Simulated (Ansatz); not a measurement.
MgS (Fm-3m), PBEsol, rigid bands run with Ansatz (a program for electronic structure): N_v = 1.82e20 cm⁻³ at 300 K and a hole conductivity mass of 0.997 mₑ.

Problem. For 1e16 holes per cm³ at 300 K, place the Fermi level, estimate the Seebeck coefficient of a parabolic band with constant τ, and give mobility and conductivity for τ = 5 fs.

Solution. The level lies k_BT ln(N_v/p) = 0.254 eV above the valence-band maximum. S ≈ +(k_B/e)[ln(N_v/p) + 5/2] = 1061 μV/K, against 1054 μV/K from the full bands (mean over directions). μ = eτ/m = 8.82 cm²/(V·s) and σ = peμ = 0.0141 S/cm. τ is assumed, not computed.

Band transport and this doping are assumed; polarons and phonon drag are left out. Spin-orbit coupling is left out; where it splits the top of the valence band, N_v and the p-type Seebeck coefficient come out somewhat high without it.
